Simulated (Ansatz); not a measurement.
**Quick settings and what they miss: MgSc₅ (Amm2, 6 atoms in the cell)**

Self-consistent single point.

```yaml
crystal:
  lattice:
    - [5.36759, 0.00000, 0.00000]
    - [0.00000, 1.65720, 8.55828]
    - [0.00000, -1.65720, 8.55828]
  atoms:
    - { symbol: Mg, position: [0.50000, 0.77685, 0.77685] }
    - { symbol: Sc, position: [0.00000, 0.00123, 0.00123] }
    - { symbol: Sc, position: [0.00000, 0.33183, 0.33183], spin: 1.0 }
    - { symbol: Sc, position: [0.00000, 0.66596, 0.66596], spin: 1.0 }
    - { symbol: Sc, position: [0.50000, 0.44579, 0.44579], spin: 1.0 }
    - { symbol: Sc, position: [0.50000, 0.11167, 0.11167], spin: 1.0 }
```
(The spins are starting values, not results.)

Level of theory: LDA (PW92), harder PAW files (source: ansatz) made with PBE (plane waves; Ansatz, a program for electronic structure).

Base settings: basis.ecutwfc = 620 eV; kpoints.mp_grid.grid = 3 5 5; hamiltonian.xc = lda; hamiltonian.pseudopotentials = {kind: paw, source: ansatz}; magnetization.spin_polarized = true; scf.occupations.method = fermi_dirac; scf.occupations.width = 0.1 eV.

Tight run (finer mesh or higher cutoff; not a proven limit): basis.ecutwfc: 620 eV → 870 eV; kpoints.mp_grid.grid: 3 5 5 → 5 7 7; scf.convergence.dr2_threshold: default (1e-07 eV) → 1e-09 eV. It gave Fermi level (on the code's own zero) 7.89 eV; pressure -5.69 GPa; largest force (vector length) 0.206 eV/Å; size of the cell's spin moment 0.00 μB.

Quick runs, as changes from the base:
- A: the base itself
- B: basis.ecutwfc: 620 eV → 370 eV; kpoints.mp_grid.grid: 3 5 5 → 3 3 3; scf.occupations.method: fermi_dirac → cold; scf.occupations.width: 0.1 eV → 0.272 eV; kpoints.mp_grid.shift: default → 0.5 0.5 0.5; scf.convergence.dr2_threshold: default (1e-07 eV) → 0.0001 eV
- C: basis.ecutwfc: 620 eV → 310 eV; kpoints.mp_grid.grid: 3 5 5 → 2 2 2; scf.occupations.method: fermi_dirac → gaussian; scf.occupations.width: 0.1 eV → 0.5 eV

Energies are extrapolated to zero smearing width, which holds to low order in the width alone.

The count of work is k-points × plane waves × bands × iterations; it is no time. 

Pressures in the table are Ansatz's without its Pulay estimate, at a fixed set of plane waves; the tight run's value above holds the estimate.

The starting cell comes from a database of computed structures (which also holds hypothetical and non-ambient phases and stackings), without a prior relaxation at this level. Its lattice was rescaled by a random factor within 2.5 % of one. The starting moments vanished: the run ended non-magnetic. The program warned that a starting moment was not kept. In the base run, with a pressure of about -6 GPa the cell is away from its equilibrium volume at this level. Without a gap this mesh is coarse (it stands for a supercell whose shortest vector is 16 Å).

```csv
run,energy less tight (meV/atom),pressure less tight (GPa),largest miss in a force vector (eV/Å),count of work / tight
A,2.0,0.02,0.046,0.24
B,425.1,-17.01,0.121,0.055
C,1790.5,-63.90,0.123,0.021
```

Among the runs at the tight run's level, the energy misses run from 2.0 to 1790.5 meV/atom.

Left out of this page: 3 runs of the series outside the window shown, repeating another row's setting, or not comparable.

Keys are those of Ansatz 0.2.
